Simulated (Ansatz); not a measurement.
## Smallest direct gap on the k points sampled of ZnS (model structure, started from the BN type, Pm-3n, No. 223, 12 atoms in the cell) at several levels of theory

No measured value is used here.

```tsv
level (code)	value (eV)	cell (Å³/atom)
LDA (Ansatz)	2.01	23.18
PBEsol (Ansatz)	2.06	23.97
r²SCAN (Ansatz)	2.57	24.38
r²SCAN+rVV10 (Ansatz)	?	24.14
HSE06 (Ansatz)	3.29	23.97
```

**Question.** Complete the blanks.

**Answer.** 
- r²SCAN+rVV10 (Ansatz, a quantum-chemistry and plane-wave program), value (eV): 2.50

Computed values are for a static lattice.  Values are at the level's own equilibrium cell; HSE06 at the PBEsol cell. Cutoffs and k meshes differ between the levels. Ansatz's density-functional and Hartree–Fock values are scalar-relativistic unless marked +SOC, with PAW data made under PBE.

A model structure was made by putting elements into a prototype or built by hand; it is no filed structure, need not be a known phase, and can be a saddle point held by its symmetry.
